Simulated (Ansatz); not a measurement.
The starting structures come from a database of crystals and need not be the phases stable at ambient conditions.

Input:

```
NaHO
1.0
    3.39316     0.00000     0.00000
   -1.69658     5.41541     0.00000
    0.00000     0.00000     3.37425
Na H O
2 2 2
Direct
  0.34166   0.68333   0.25000
  0.65834   0.31667   0.75000
  0.03929   0.07857   0.25000
  0.96071   0.92143   0.75000
  0.87114   0.74227   0.75000
  0.12886   0.25773   0.25000
```

Space group of this cell: Cmcm. The cell was relaxed by PBE-D3(BJ).

Transport runs along the normal of the first two printed cell vectors.

No gap correction and no spin-orbit coupling; mid-gap values are interpolated between computed energies.

**Question.** Compute, with PBEsol (Ansatz, a program for electronic structure), the band gap and the smallest decay constant κ at mid-gap.

**Answer.** Gap 3.02 eV on a 10×10×10 mesh; κ = 0.293 1/Å, at the zone centre.
